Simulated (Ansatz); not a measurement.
## BN (I-4m2): band-edge transport data

Given:

```yaml
crystal:
  lattice:
    - [0.00000, 1.86460, 1.77395]
    - [1.86460, 0.00000, 1.77395]
    - [1.86460, 1.86460, 0.00000]
  atoms:
    - { symbol: B, position: [0.00000, 0.00000, 0.00000] }
    - { symbol: N, position: [0.25000, 0.25000, 0.25000] }
```

The numbers are results of r2SCAN, rigid bands (plane waves, PAW, scalar-relativistic; Ansatz, a program for electronic structure), not measurements. Condition of this run: biaxial stress in (001) of -27 GPa (compression positive) (the target of the relaxation). Geometry: cell and atoms relaxed with PBEsol, then loaded as said.

```
Quantity                                                                                                                                                           Value
---------------------------------------------------------------------------------------------------------------------------------------  -------------------------------
band gap                                                                                                                                                         4.11 eV
electron conductivity mass (300 K, dilute)                                                                                               0.31 (x), 0.31 (y), 0.83 (z) mₑ
hole conductivity mass (300 K, dilute)                                                                                                   0.57 (x), 0.57 (y), 0.60 (z) mₑ
effective density of states N_c (300 K)                                                                                                                      7.1e18 cm⁻³
effective density of states N_v (300 K)                                                                                                                      1.0e19 cm⁻³
density-of-states mass, electrons                                                                                                                                0.43 mₑ
density-of-states mass, holes                                                                                                                                    0.55 mₑ
Seebeck coefficient, n-type 1e19 cm⁻³, 300 K                                                                                                                   -195 μV/K
best n-type power factor at 300 K for τ = 10 fs (best axis; densities from 1e16 to 1e21 cm⁻³ tried, whether or not they can be reached)      3.8 μW/(cm·K²) at 3e19 cm⁻³
Seebeck coefficient, p-type 1e19 cm⁻³, 300 K                                                                                                                    226 μV/K
```

Rigid bands; masses and Seebeck coefficients take one relaxation time τ for all states and one kind of carrier; polarons and phonon drag are left out. Spin-orbit coupling is left out. Geometry: cell and atoms relaxed with PBEsol.
